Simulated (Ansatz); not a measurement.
## GaS: response to strain

The parent structure is GaS in the beta-GaS type structure (space group P6_3/mmc, No. 194; a = 3.534 Å, c = 15.041 Å; layered, stacked along the Cartesian z axis). Axes: x lies along a and z along c of the hexagonal cell.

Strains are applied to the cell and any free atomic positions relax; under biaxial strain the out-of-plane vector relaxes too; under stress the whole cell relaxes.

Level of theory: Ansatz (a program for electronic structure), PBEsol-D3(BJ), PAW, cutoff 420 eV, no SOC, earlier PAW set.

Notes on the quantities. energy relative to the base: free energy F.

| change | energy relative to the base | gap character | shortest interatomic distance | band gap |
|---|---|---|---|---|
| base | 0 meV/atom | indirect, Γ → M | 2.315 Å | 1.29 eV |
| biaxial strain −2.89 %, plane normal [001], relaxed out of plane | – | indirect, Γ → K | 2.288 Å | 1.38 eV |
| biaxial strain −2.05 %, plane normal [001], relaxed out of plane | – | indirect, Γ → K | 2.295 Å | 1.37 eV |
| isotropic strain −5.24 % | +92 meV/atom | indirect, Γ → K | 2.250 Å | 0.49 eV |
| isotropic strain −5.10 % | +87 meV/atom | indirect, Γ → K | 2.251 Å | 0.52 eV |
| isotropic strain −2.72 % | +22 meV/atom | indirect, Γ → K | 2.282 Å | 0.94 eV |
| isotropic strain −0.65 % | … | indirect, Γ → M | 2.307 Å | … |
| uniaxial strain ε_zz = +5.02 % | +6.3 meV/atom | indirect, Γ → M | 2.319 Å | 1.68 eV |
| uniaxial stress, 5 GPa compression along x | +12 meV/atom | indirect, Γ → S | 2.294 Å | 1.28 eV |

Some entries are withheld; estimate them.


- isotropic strain −0.65 %, energy relative to the base: +1.2 meV/atom
- isotropic strain −0.65 %, band gap: 1.26 eV

Beyond what the load breaks, stability against distortions was not tested. Labels are those of the standard path for the cell's own space group.
